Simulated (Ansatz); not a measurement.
# MgO: carrier doping

Base system: MgO in the rock salt structure (space group Fm-3m, No. 225; a = 4.214 Å).

Carriers are added at fixed cell with a uniform background; the Fermi–Dirac width is that of 300 K.

All numbers come from Ansatz (a quantum-chemistry and plane-wave program) PBEsol, spin-orbit coupling left out.

Notes on the quantities. Fermi level from band edge: Fermi level relative to the doped band's edge (positive inside the band; to 0.05 eV).

```json
[
 {"change": "undoped", "Fermi level from band edge": "–", "gap between the host's bands": "4.62 eV"},
 {"change": "electrons 5.0×10^20 cm⁻³", "Fermi level from band edge": "+0.60 eV", "gap between the host's bands": "4.61 eV"},
 {"change": "electrons 3.0×10^21 cm⁻³", "Fermi level from band edge": "+1.55 eV", "gap between the host's bands": "4.56 eV"},
 {"change": "electrons 5.0×10^21 cm⁻³", "Fermi level from band edge": "+2.00 eV", "gap between the host's bands": "4.52 eV"},
 {"change": "electrons 2.0×10^22 cm⁻³", "Fermi level from band edge": "+3.35 eV", "gap between the host's bands": "4.28 eV"},
 {"change": "holes 5.0×10^20 cm⁻³", "Fermi level from band edge": "+0.05 eV", "gap between the host's bands": "4.64 eV"},
 {"change": "holes 3.0×10^21 cm⁻³", "Fermi level from band edge": "+0.15 eV", "gap between the host's bands": "4.72 eV"},
 {"change": "holes 5.0×10^21 cm⁻³", "Fermi level from band edge": "+0.20 eV", "gap between the host's bands": "4.79 eV"},
 {"change": "holes 2.0×10^22 cm⁻³", "Fermi level from band edge": "+0.40 eV", "gap between the host's bands": "5.31 eV"}
]
```

Charged cell with a jellium background: band edges are those of the host's band count, energies are not comparable with the neutral cell, and many-body gap narrowing is missing. Whether these cells are dynamically stable was not tested. The base started in Pnma and relaxed to Fm-3m at this level.
